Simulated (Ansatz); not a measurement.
Data:

```yaml
crystal:
  lattice:
    - [0.00000, 2.02397, 2.02397]
    - [2.02397, 0.00000, 2.02397]
    - [2.02397, 2.02397, 0.00000]
  atoms:
    - { symbol: Li, position: [0.00000, 0.00000, 0.00000] }
    - { symbol: F, position: [0.50000, 0.50000, 0.50000] }
```

No spin polarisation.

Level of theory: PBEsol in Ansatz (plane waves to 420 eV, PAW, spin-orbit coupling left out). Settings: 14×14×14 k-points, 0.05 eV Fermi–Dirac smearing.

Q: Predict the gap character and band gap.

A: 
* **Gap character**: direct at Γ
* **Band gap**: 8.79 eV

The cells carry an imposed strain or load. Stability against distortions was not tested. The cell was made from LiF in the rock salt structure (space group Fm-3m, No. 225) by this change: isotropic strain +1.00 %.

Ansatz is an electronic-structure program.
